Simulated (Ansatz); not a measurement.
# Hf: energy against volume

Hf (hcp, P6_3/mmc, 20.821 Å³/atom and stress up to 0.01 GPa in the relaxed cell, c along z) under hydrostatic pressure, with the cell free. LDA in Ansatz, a plane-wave DFT program (PAW, default set), 420 eV, 17×17×10 Γ-centred mesh, Fermi-Dirac smearing 0.05 eV; ions are relaxed, or left where forces stay under 0.02 eV/Å, within the symmetry of each cell. Against the start cell, which lies near the measured one, the relaxed cell differs by -6.4 % in volume and -2.1 % in c; the values below rest on it.

Here V stands for volume and E for E less E0.

```
volume (Å³/atom)  E less E0 (meV/atom)  pressure (GPa)
----------------  --------------------  --------------
21.1814                           2.33           -2.00
20.9976                           0.58           -1.00
20.8206                           0.00            0.00
20.6697                           0.40            0.89
20.4701                           2.24            2.10
20.0987                           9.83            4.50
19.4734                          35.96            9.00
18.7516                              ?               ?
```

Taking the third-order Birch-Murnaghan form, a cubic in V^(-2/3) for E over the 7 complete rows: With u = V^(-2/3) - 0.1334, the rows have u = -0.0027738, -0.0020126, -0.0012691, -0.0006268, 0.0002349, 0.0018762, 0.0047568. Least squares gives E = 1.590 + 2524.7·u + 999706·u² - 2420361·u³. Residuals (row less fit): 0.000, 0.002, -0.001, -0.001, 0.002, 0.000, 0.001; standard error 0.002 (degrees of freedom: 3). Its minimum lies at u = -0.0012570, so V0 = (0.1321430)^(-3/2) = 20.82. There d²E/du² = 2018000 and d³E/du³ = -1.452e7, so B0 = (4/9) × 20.82^(-7/3) × 2018000 × 0.160218 = 121 GPa (the last factor turns the table's units into GPa), and B0' = 4 + (2/3) × 0.1321430 × (-1.452e7)/2018000 = 3.4. B0' rests on the cubic coefficient alone and has a standard error of 0.1 from these residuals.

Problem. Predict the withheld E at V = 18.7516 from the fit, and compare with the calculation.

Solution. u = 0.0082797, so E = 1.590 + 2524.7 × 0.0082797 + 999706 × 0.0082797² - 2420361 × 0.0082797³ = 89.653 meV/atom. The calculation gives 89.65 meV/atom, which the fit meets to the printed digits. The row lies outside the fitted rows, so this is an extrapolation. The scatter of the fitted rows lies at the last printed digit.

In a metal these values are sensitive to mesh and smearing; energies are taken to zero smearing, stresses follow the free energy. Other structures, which can take over under pressure, weren't tried. The same form fitted to the pressure column gives B0' = 3.4; series where the two differ by over 0.4 aren't shown. Rows are the converged runs of the series near zero and its far end, less any whose ions stayed unrelaxed beside relaxed ones; series whose fitted rows scatter by over a few per cent of the range, as at a crossing or softening among them, aren't shown in this form.
